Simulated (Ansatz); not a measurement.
KF (model structure, F-43m, No. 216, 2 atoms in the cell), treated with r²SCAN+rVV10 (Ansatz, a program for electronic structure, plane waves, PAW).

Run with plane-wave cutoff 560 eV, 10×10×10 k mesh, Fermi–Dirac smearing 0.01 eV, scalar-relativistic PAW data made under PBE.

Cell (relaxed at this level):

```cif
data_FK
_chemical_formula_sum 'F1 K1'
_space_group_name_H-M_alt 'P 1'
_space_group_IT_number 1
_cell_length_a 4.12835
_cell_length_b 4.12835
_cell_length_c 4.12835
_cell_angle_alpha 60.000
_cell_angle_beta 60.000
_cell_angle_gamma 60.000
loop_
_space_group_symop_operation_xyz
  'x, y, z'
loop_
_atom_site_label
_atom_site_type_symbol
_atom_site_fract_x
_atom_site_fract_y
_atom_site_fract_z
_atom_site_occupancy
F1 F 0.25000 0.25000 0.25000 1
K1 K 0.00000 0.00000 0.00000 1
```

Give the computed band gap and smallest direct gap on the k points sampled.


* **band gap**: 5.65 eV (indirect)
* **smallest direct gap on the k points sampled**: 5.87 eV

Note: the relaxation could raise the start's symmetry but not lower it, so the cell can be a saddle point.

A model structure was made by putting elements into a prototype or built by hand; it is no filed structure, need not be a known phase, and can be a saddle point held by its symmetry.
